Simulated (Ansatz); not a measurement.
System: AlSiCN (P3m1, No. 156, 4 atoms in the cell; start mp-1227998). Method: PBEsol (plane waves, PAW; Ansatz, an electronic-structure program).

Run with plane-wave cutoff 520 eV, 12×12×8 k mesh (along the axes of the cell as run), Fermi–Dirac smearing 0.01 eV, scalar-relativistic PAW data made under PBE.

Cell (relaxed with PBEsol):

Space group P3m1 (No. 156); a = b = 3.094 Å, c = 5.027 Å, α = β = 90.00°, γ = 120.00°

```csv
atom,site,symmetry,x,y,z
Al,1b,3m.,0.3333,0.6667,0.5072
Si,1c,3m.,0.6667,0.3333,0.9973
C,1b,3m.,0.3333,0.6667,0.1085
N,1c,3m.,0.6667,0.3333,0.6370
```

Question: Give the computed band gap and smallest direct gap on the k points sampled.

Answer: 
- band gap: 3.27 eV (indirect)
- smallest direct gap on the k points sampled: 4.10 eV

Static lattice: no zero-point or thermal effects.

It cost roughly 19 core-seconds of CPU time.

A start named mp-… is a Materials Project structure, which need not be a measured phase.
